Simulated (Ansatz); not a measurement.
**Effect of biaxial strain −3.28 %, plane normal [001], relaxed out of plane on Bi**

Take Bi (space group R-3m, No. 166; a = 4.472 Å, c = 11.265 Å (hexagonal axes); relaxed with 0.1 eV smearing) as the base. Axes: x lies along a and z along c of the hexagonal cell.

It is then changed as follows: biaxial strain −3.28 %, plane normal [001], relaxed out of plane (Cartesian); in-plane vectors clamped, the third vector and the atoms free.

The values are results of PBEsol-D3(BJ) (Ansatz, a quantum-chemistry and plane-wave program), no spin-orbit coupling, not measurements. Settings: 16×16×16 k-points, 0.1 eV Fermi–Dirac smearing.

```tsv
quantity	base	changed	shift
space group	R-3m (No. 166)	R-3m (No. 166)	–
shortest interatomic distance	3.067 Å	3.058 Å	-0.009 Å
energy relative to the base (free energy F)	0 meV/atom	+12 meV/atom	+12 meV/atom
pressure (mean of the normal stresses, compression positive)	0.0 GPa	1.0 GPa	+1.0 GPa
band gap	zero	zero	–
out-of-plane strain	–	+4.66 %	–
ratio −ε⊥/ε∥	–	1.42	–
mean in-plane stress (compression positive)	–	+1.5 GPa	–
```

Cost of the whole job for the changed cell (relaxation, final SCF and bands): roughly 2.6 core-minutes.

With Bi present, leaving out spin-orbit coupling can change the band edges. Whether these cells are dynamically stable was not tested.
